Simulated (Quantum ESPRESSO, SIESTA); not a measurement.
A Quantum ESPRESSO input for a self-consistent single point of Sr₃Ca (Pm-3m, 4 atoms in the cell) (DFT, PBEsol, plane waves, PseudoDojo standard norm-conserving (PBESOL) pseudopotentials):

```fortran
&CONTROL
    calculation = 'scf',
    prefix = 'run',
    outdir = './tmp',
    pseudo_dir = './',
    tprnfor = .true.,
    tstress = .true.,
/
&SYSTEM
    ibrav = 1,
    A = 5.9887500000,
    nat = 4,
    ntyp = 2,
    ecutwfc = 70,
    occupations = 'smearing',
    smearing = 'gauss',
    degauss = 0.0099958,
/
&ELECTRONS
    conv_thr = 1.0d-9,
    mixing_beta = 0.5,
/
ATOMIC_SPECIES
Sr    87.6200  Sr.upf
Ca    40.0780  Ca.upf
ATOMIC_POSITIONS {crystal}
Sr    0.0000000000    0.5000000000    0.5000000000
Sr    0.5000000000    0.0000000000    0.5000000000
Sr    0.5000000000    0.5000000000    0.0000000000
Ca    0.0000000000    0.0000000000    0.0000000000
K_POINTS {automatic}
4 4 4  0 0 0
```

Task: Translate this input to SIESTA.

Result: One input that does it (others would too):

```
# files in the folder: Sr.psml Ca.psml (PseudoDojo PBEsol standard)
SystemName  Sr3Ca
SystemLabel siesta

NumberOfAtoms                4
NumberOfSpecies              2
%block ChemicalSpeciesLabel
  1 38 Sr
  2 20 Ca
%endblock ChemicalSpeciesLabel
LatticeConstant              5.988750 Ang
%block LatticeVectors
     1.000000000    0.000000000    0.000000000
     0.000000000    1.000000000    0.000000000
     0.000000000    0.000000000    1.000000000
%endblock LatticeVectors
AtomicCoordinatesFormat      Bohr
%block AtomicCoordinatesAndAtomicSpecies
     0.000000000    5.658548664    5.658548664  1
     5.658548664    0.000000000    5.658548664  1
     5.658548664    5.658548664    0.000000000  1
     0.000000000    0.000000000    0.000000000  2
%endblock AtomicCoordinatesAndAtomicSpecies

XC.functional                GGA
XC.authors                   PBEsol
PAO.BasisSize                DZP
PAO.EnergyShift              0.01 Ry
MeshCutoff                   300 Ry
%block kgrid.MonkhorstPack
    4   0   0  0.0
    0   4   0  0.0
    0   0   4  0.0
%endblock kgrid.MonkhorstPack
OccupationFunction           MP
OccupationMPOrder            0
ElectronicTemperature        136.0 meV

MaxSCFIterations             150
SCF.Mixer.Method             Pulay
SCF.Mixer.Weight             0.1
SCF.Mixer.History            6
SCF.DM.Tolerance             1.0E-05
Diag.ParallelOverK           true
WriteForces                  true
Charge.Mulliken              end
```

Basis settings and potentials, where a program has them, do not carry over. This input uses DFT, GGA PBEsol, numerical atomic orbitals DZP, PseudoDojo PBEsol standard norm-conserving potentials (rewritten from UPF to PSML). Both were run: pressure -1.03 GPa in Quantum ESPRESSO and 1.83 in SIESTA.

On SIESTA: the starting cell comes from a database of computed structures (which also holds hypothetical and non-ambient phases and stackings), without a prior relaxation at this level. Values carry the incompleteness of an atom-centred basis.

On Quantum ESPRESSO: the starting cell comes from a database of computed structures (which also holds hypothetical and non-ambient phases and stackings), without a prior relaxation at this level.
